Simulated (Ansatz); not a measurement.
What Cd on a Sn site, symmetric start does to SnSe2

Take a 9-atom supercell of SnSe$_{2}$ in the CdI2 type structure (space group P-3m1, No. 164; a = 3.840 Å, c = 6.004 Å; layered, stacked along the Cartesian z axis) at its relaxed geometry as the base.

Modification: a neutral Cd on a Sn site, symmetric start, atoms relaxed at fixed cell.

Computed with Kohn–Sham DFT with the PBE-D3(BJ) functional, run in Ansatz (a quantum-chemistry and plane-wave program) with PAW and 420 eV plane waves, no spin-orbit coupling, earlier PAW set. Γ-centred 5×5×5 mesh, Fermi–Dirac width 0.01 eV.

```csv
quantity,base,changed,shift
pressure,0.0 GPa,-1.4 GPa,-1.4 GPa
energy gained by relaxation,–,0.04 eV,–
largest displacement of a host atom from its site in the perfect cell,–,0.05 Å,–
mean distance from the defect site to its nearest host atoms,2.73 Å,2.78 Å,+0.05 Å
```

Other magnetic orders, which the real material may have, were not ruled out. In so small a cell the defect repeats every few ångströms: this is an ordered compound, not a dilute defect. The mesh was chosen for an insulator and is coarse for the gapless case. The defect started on the symmetric site and kept its symmetry, so it may sit on a saddle. Starting moments died away, wholly or in part, for Cd on a Sn site; another magnetic solution may exist. The defect cell is spin-polarised and ends with 0.0 μB.
